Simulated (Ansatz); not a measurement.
ZnS under load (space group Imm2), r2SCAN with spin-orbit coupling, rigid bands (Ansatz, an electronic-structure program). Condition of this run: uniaxial stress along [110] of -2 GPa (compression positive) (the target of the relaxation). Band gap 2.59 eV, N_c = 2.23e18 cm⁻³ and N_v = 2.44e19 cm⁻³ at 300 K, conductivity masses along z (a = (0.03, 2.73, 2.66) Å; b = (2.73, 0.03, 2.66) Å; c = (2.75, 2.75, 0.00) Å) of 0.204 mₑ (electrons) and 0.771 mₑ (holes). Take k_BT = 0.02585 eV.

Question: What thermal injection velocity √(2k_BT/πm) limits a ballistic channel along the direction named?

Answer: 1.19e7 cm/s for electrons and 6.13e6 cm/s for holes, a ratio of √(m_h/m_e) = 1.94, for dilute carriers.

Question: Find the intrinsic carrier density and the intrinsic Fermi level.

Answer: n_i = √(N_c N_v) exp(−E_g/2k_BT) = 7.38e18 × exp(−50.09) = 1.3e-3 cm⁻³. The level lies (k_BT/2) ln(N_v/N_c) = 31 meV from mid-gap (positive towards the conduction band). Each 0.1 eV added to the gap lowers n_i by a factor of 6.9.

Question: A film of it is 5 nm thick, with its normal along the direction named. Estimate the confinement energies in an infinite well.

Answer: ħ²π²/(2m t²) = 0.376 eV·nm²/(m/mₑ × t²) gives 73.7 meV for electrons and 19.5 meV for holes, so the gap would widen to about 2.68 eV. Finite barriers and nonparabolic bands lower this, and with several valleys or bands the heaviest mass along the normal sets the lowest level, not this average.

Rigid bands with the computed gap; masses take one relaxation time for all states.
